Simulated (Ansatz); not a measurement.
The parent structure is WSi2 (space group I4/mmm, No. 139; a = 3.229 Å, c = 7.870 Å; relaxed with 0.1 eV smearing). Axes: x, y, z lie along a, b, c of the conventional cell.

All numbers come from plane-wave PAW DFT at the PBE level (Ansatz, a quantum-chemistry and plane-wave program, 420 eV), no spin-orbit coupling.

Base values:

- Pressure = 0.0 GPa

Now apply this change: compressive biaxial strain of 3.80 % in the plane normal to [001], as in epitaxy on a mismatched substrate; the out-of-plane cell vector and the atoms relax.

Task: Predict the new out-of-plane strain.

Result: The out-of-plane strain amounts to +1.69 %.

Task: What happens to the pressure?

Result: The pressure (mean of the normal stresses, compression positive) goes from zero to 14.5 GPa.

No phonon test of stability was made. The final runs are not spin-polarised.
